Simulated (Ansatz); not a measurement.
**Pressure series in BaTe**

Base system: BaTe in the rock salt structure (space group Fm-3m, No. 225; a = 6.941 Å).

Cell and atoms are relaxed at each pressure.

Method: plane-wave PAW DFT at the PBEsol level (Ansatz, a quantum-chemistry and plane-wave program, 420 eV), no spin-orbit coupling.

Base values:

Band gap: 1.46 eV

The aim is a band gap between 1.24 eV and 1.30 eV. Which of these changes reaches it?
(A) pressure 3 GPa
(B) pressure 10 GPa
(C) pressure −1 GPa

A, pressure 3 GPa. It gives 1.27 eV; pressure 10 GPa gives 0.92 eV; pressure −1 GPa gives 1.53 eV. Changes not listed may reach it too

Spin-orbit coupling, missing from the scalar runs, can matter with Te. Load acts through the strain it causes; cell and atoms are relaxed under it. No phonon test of stability was made. No other phases were tried under pressure.
